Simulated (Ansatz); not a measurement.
SmSi2 (I4₁/amd, No. 141; cell taken from a computed entry) was calculated with r²SCAN+rVV10 (plane waves, PAW; Ansatz, a quantum-chemistry and plane-wave program).

Numerical settings: plane-wave cutoff 500 eV, 14×14×14 k mesh, Fermi–Dirac smearing 0.05 eV, spin-polarised start, scalar-relativistic PAW data made under PBE.

Computed at the level's own relaxed cell.

### Question
Give the computed volume per atom, lattice parameter a and lattice parameter c.

### Answer

volume per atom: 20.48 Å³/atom
lattice parameter a: 4.248 Å
lattice parameter c: 13.625 Å

Note: the magnetic order was assumed, not searched for or taken from measurement; the relaxation could not lower the start's symmetry, so the cell can be a saddle point above a distorted one; the 4f shell is treated without U or exact exchange, so its levels and filling can be wrong.

Spin–orbit coupling is not included.
